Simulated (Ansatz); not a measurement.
The starting structures come from a database of crystals and need not be the phases stable at ambient conditions.

 Where the default PAW files enter, the runs use the earlier of Ansatz's two default sets.

Inside the gap of an insulator the Bloch states are evanescent, with a wavenumber k + iκ along the transport direction.

Input:

```
HgI2
1.0
    4.56051     0.00000     0.00000
    0.00000    13.57289     0.00000
    2.28025     0.00000     3.74982
Hg I
2 4
Direct
  0.34967   0.99874   0.30066
  0.65033   0.49874   0.69934
  0.39143   0.36265   0.21714
  0.60857   0.86265   0.78286
  0.90896   0.63531   0.18208
  0.09104   0.13531   0.81792
```

Space group of this cell: Cmc2_1. The cell was relaxed by PBE-D3(BJ); by r2SCAN its mean pressure is 0.5 GPa.

Transport runs along the normal of the first two printed cell vectors.

No gap correction and no spin-orbit coupling; mid-gap values are interpolated between computed energies.

Q: Estimate the band gap and the smallest decay constant κ at mid-gap that r2SCAN (Ansatz, a program for electronic structure) returns for this system.

A: Gap 1.99 eV on a 8×4×8 mesh; κ = 0.233 1/Å, at the zone centre.
